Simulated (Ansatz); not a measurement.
The reference is CdGeAs2 in the chalcopyrite structure (space group I-42d, No. 122; a = 5.9420 Å, c = 11.3119 Å). Axes: x, y, z lie along a, b, c of the conventional cell.

Method: PBEsol in Ansatz (plane waves to 420 eV, PAW, no SOC).

Before the change:

* **Pressure**: 0.0 kbar

It is then changed as follows: uniaxial strain ε_xx = −2.25 %, all other strain components held at zero, atoms relaxed at fixed cell.

**Question.** What happens to the energy relative to the base?

**Answer.** The energy rises by 3.6 meV/atom.

**Question.** Estimate the effect on the pressure.

**Answer.** The pressure (mean of the normal stresses, compression positive) goes from zero to 14.7 kbar.

No phonon test of stability was made.

Ansatz is a quantum-chemistry and plane-wave program.
